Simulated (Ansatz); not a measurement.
Ca2BeN2 (model structure, started from the Ca2ZnN2 type, I4/mmm, No. 139, 5 atoms in the cell), treated with LDA in Ansatz (plane waves, PAW).

Numerical settings: plane-wave cutoff 520 eV, 14×14×14 k mesh, Fermi–Dirac smearing 0.01 eV, scalar-relativistic PAW data made under PBE.

Cell (relaxed at this level):

```cif
data_Be2Ca4N4
_chemical_formula_sum 'Ca4 Be2 N4'
_space_group_name_H-M_alt 'I4/mmm'
_space_group_IT_number 139
_space_group_name_Hall '-I 4 2'
_cell_length_a 3.47339
_cell_length_b 3.47339
_cell_length_c 11.33971
_cell_angle_alpha 90.000
_cell_angle_beta 90.000
_cell_angle_gamma 90.000
loop_
_atom_site_label
_atom_site_type_symbol
_atom_site_symmetry_multiplicity
_atom_site_Wyckoff_symbol
_atom_site_fract_x
_atom_site_fract_y
_atom_site_fract_z
_atom_site_occupancy
Ca1 Ca 4 e 0.00000 0.00000 0.34439 1
Be1 Be 2 a 0.00000 0.00000 0.00000 1
N1 N 4 e 0.00000 0.00000 0.13444 1
```
(The calculation used a cell of 5 atoms; values per cell refer to that cell.)

What does this level give for the band gap and smallest direct gap on the k points sampled?


- band gap = 1.11 eV (indirect)
- smallest direct gap on the k points sampled = 1.15 eV

Note: the relaxation could raise the start's symmetry but not lower it, so the cell can be a saddle point.

Computed values are for the static lattice.

The result took roughly 40 core-seconds.

A model structure was made by putting elements into a prototype or built by hand; it is no filed structure, need not be a known phase, and can be a saddle point held by its symmetry.

Ansatz is a first-principles code.
